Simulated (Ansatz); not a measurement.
Input and output of a self-consistent single point for HgPd (R3, 8 atoms in the cell) (Ansatz, an electronic-structure program).

Method of the run: PBEsol, default PAW files made with PBE (plane waves; Ansatz).

```xyz
8
Lattice="5.3073 0.0000 0.0000 0.0000 5.3073 0.0000 0.0000 0.0000 5.3073" Properties=species:S:1:pos:R:3 pbc="T T T"
Hg     4.4771     3.4840     1.8234
Hg     3.4840     1.8234     4.4771
Hg     1.8234     4.4771     3.4840
Hg     0.8591     0.8591     0.8591
Pd     0.8096     1.8440     3.4633
Pd     1.8440     3.4633     0.8096
Pd     3.4633     0.8096     1.8440
Pd     4.4977     4.4977     4.4977
```

Reference input (self-consistent single point, DFT, PBEsol, plane waves, default PAW files made with PBE): basis.ecutwfc = 30.9 Ry; kpoints.mp_grid.grid = 5 5 5; hamiltonian.xc = pbesol; hamiltonian.pseudopotentials = {kind: paw} (the program's default PAW files); scf.occupations.method = gaussian; scf.occupations.width = 0.0073 Ry. This run's input differs from it in these lines:

Ansatz 0.2 input:
```diff
@@ -18,3 +18,3 @@
   mp_grid:
-    grid: [5, 5, 5]
+    grid: [6, 6, 6]
 hamiltonian:
@@ -26,3 +26,3 @@
     method: gaussian
-    width: 0.0073 Ry
+    width: 0.0015 Ry
 output:
```

Output, abridged:

```
SCF iter   1: F=—  HF=-82299.723730 eV  |F-HF|=—  |Δ(HF+E_count)|=         —  Δρ=9.04e-3  dr2=1.25e-1  ethr=1.77e-3  ⟨swp⟩=6.0  Hψ=13370  notcnv=0  defer=6
all-band conjugate gradients solve this SCF's bands
preconditioner: auto → Kerker (q_TF=auto, 2.736 Å⁻¹)
SCF iter   2: F=—  HF=-82299.702184 eV  |F-HF|=—  |Δ(HF+E_count)|=   2.15e-2  Δρ=3.86e-3  dr2=2.34e-2  ethr=8.21e-5  ⟨swp⟩=2.4  Hψ=5129  notcnv=0  defer=393
   [... lines left out ...]
SCF iter   4: F=—  HF=-82299.696699 eV  |F-HF|=—  |Δ(HF+E_count)|=   8.95e-5  Δρ=1.61e-4  dr2=4.06e-5  ethr=5.27e-7  ⟨swp⟩=2.0  Hψ=4726  notcnv=0  defer=393
SCF iter   5: F=—  HF=-82299.696711 eV  |F-HF|=—  |Δ(HF+E_count)|=   1.24e-5  Δρ=4.51e-5  dr2=4.56e-6  ethr=2.67e-8  ⟨swp⟩=2.2  Hψ=5000  notcnv=0  defer=393
SCF iter   6: F=—  HF=-82299.696711 eV  |F-HF|=—  |Δ(HF+E_count)|=   6.49e-7  Δρ=1.14e-5  dr2=2.13e-7  ethr=3.00e-9  ⟨swp⟩=2.0  Hψ=4924  notcnv=0  defer=393
SCF iter   7: F=-82299.696711 eV  HF=-82299.696711 eV  |F-HF|=4.61e-9  |Δ(HF+E_count)|=   2.82e-8  Δρ=2.89e-6  dr2=1.23e-8  ethr=6.58e-11  ⟨swp⟩=8.4  Hψ=14681  notcnv=0
SCF 1 converged in 7 iterations: F = -82299.696711 eV  dr2 = 1.23e-8
Free energy (F): -82299.696711 eV
Internal energy: -82299.694945 eV  (E = F + TS)
E sigma→0 (E₀):  -82299.695828 eV
Entropy (-TS):   -0.001765 eV (-0.221 meV/atom)
Fermi energy:    17.078893 eV
--- Forces (eV/Å), atoms counted from 1 ---
  atom   1  Hg    -0.00367809     0.02648145    -0.01193972
  atom   2  Hg     0.02648145    -0.01193972    -0.00367809
  atom   3  Hg    -0.01193972    -0.00367809     0.02648145
  atom   4  Hg    -0.17461371    -0.17461371    -0.17461371
  atom   5  Pd    -0.00480049     0.01470104     0.10843971
  atom   6  Pd     0.01470104     0.10843971    -0.00480049
  atom   7  Pd     0.10843971    -0.00480049     0.01470104
  atom   8  Pd     0.04541003     0.04541003     0.04541003
--- Stress (GPa, compression-positive) ---
       -7.098003       0.039402       0.039402
        0.039402      -7.098003       0.039402
        0.039402       0.039402      -7.098003
  P = ⅓ Tr σ = -7.0980 GPa (-70.980 kbar)
  The stress holds the Pulay correction. Without it, at fixed plane waves, as pw.x and ABINIT print it: P = -7.1391 GPa
```

The run converged in 7 iterations. Against the reference run the free energy drops by 1.2 meV/atom, the pressure hardly changes (-7.07 to -7.10 GPa) and the largest force moves little (0.298 to 0.302 eV/Å).

The starting cell comes from a database of computed structures (which also holds hypothetical and non-ambient phases and stackings), without a prior relaxation at this level. Its lattice was rescaled by up to half a per cent. One atom was moved a little off its site on purpose. Spin polarisation is off. With a pressure of about -7 GPa the cell is away from its equilibrium volume at this level. Ansatz's pressure includes its estimate of the finite-basis (Pulay) stress.

Cost on one core of a shared machine: roughly 40 s.
